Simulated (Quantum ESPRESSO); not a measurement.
# Convergence series on Cu₉Se₈ (P1, 17 atoms in the cell)

Space group P1 (No. 1); a = 3.855 Å, b = 3.872 Å, c = 25.515 Å, α = 85.78°, β = 85.80°, γ = 60.20°

```csv
atom,site,symmetry,x,y,z
Cu,1a,1,0.5956,0.6545,0.0307
Cu,1a,1,0.2854,0.2802,0.1542
Cu,1a,1,0.5220,0.6285,0.2192
Cu,1a,1,0.1564,0.2513,0.3452
Cu,1a,1,0.7828,0.8743,0.4669
Cu,1a,1,0.4047,0.5020,0.5908
Cu,1a,1,0.0322,0.1292,0.7148
Cu,1a,1,0.6625,0.7473,0.8376
Cu,1a,1,0.2839,0.3547,0.9579
Se,1a,1,0.9422,0.0052,0.9950
Se,1a,1,0.6212,0.6288,0.1225
Se,1a,1,0.1840,0.2800,0.2513
Se,1a,1,0.4391,0.5293,0.4981
Se,1a,1,0.8140,0.9063,0.3742
Se,1a,1,0.0617,0.1564,0.6217
Se,1a,1,0.6893,0.7832,0.7444
Se,1a,1,0.3196,0.4013,0.8664
```

Method of the run: LDA (PZ), PSlibrary ultrasoft (LDA) pseudopotentials (plane waves; Quantum ESPRESSO 7.5).

The starting cell comes from a database of computed structures (which also holds hypothetical and non-ambient phases and stackings), without a prior relaxation at this level. Spin polarisation is off; with an odd number of electrons in the cell that forces a metal, and a magnetic state may lie lower. In the base run, with a pressure of about -4 GPa the cell is away from its equilibrium volume at this level.

Held fixed: occupations = smearing; smearing = marzari-vanderbilt; degauss = 0.0147 Ry; potentials = {Cu: Cu.pz-dn-rrkjus_psl.1.0.0.UPF, Se: Se.pz-n-rrkjus_psl.1.0.0.UPF}; K_POINTS = automatic 5 5 1 0 0 0; conv_thr = 1e-10 Ry; mixing_beta = 0.5. Moved along with it: ecutrho.

ΔF is the free energy per atom less that of the last row (55 Ry).

The series runs over ecutwfc = 22 Ry; 28 Ry; 33 Ry; 38 Ry; 44 Ry; 50 Ry; 55 Ry.

Question: From which setting on does the largest force stay within 0.005 eV/Å of the last one?

Answer: From ecutwfc = 38 Ry on; the one before it is off by 0.0066 eV/Å. The value it settles on is 0.142 eV/Å at this level of theory and with the other settings as held.

Question: From which setting on does the pressure stay within 0.5 GPa of the last one?

Answer: From ecutwfc = 38 Ry on; the one before it is off by 1.7 GPa. The value it settles on is -3.8 GPa at this level of theory and with the other settings as held.

```csv
ecutwfc,ΔF (meV/atom),pressure (GPa),largest force (eV/Å),plane waves,iterations
22 Ry,2555.7,-108.60,0.245,3949,47
28 Ry,273.4,-20.72,0.114,5584,38
33 Ry,45.2,-5.47,0.135,7161,41
38 Ry,30.7,-3.75,0.141,8819,41
44 Ry,20.3,-4.28,0.142,11015,41
50 Ry,5.8,-4.13,0.142,13295,41
55 Ry,0.00,-3.82,0.142,15355,41
```
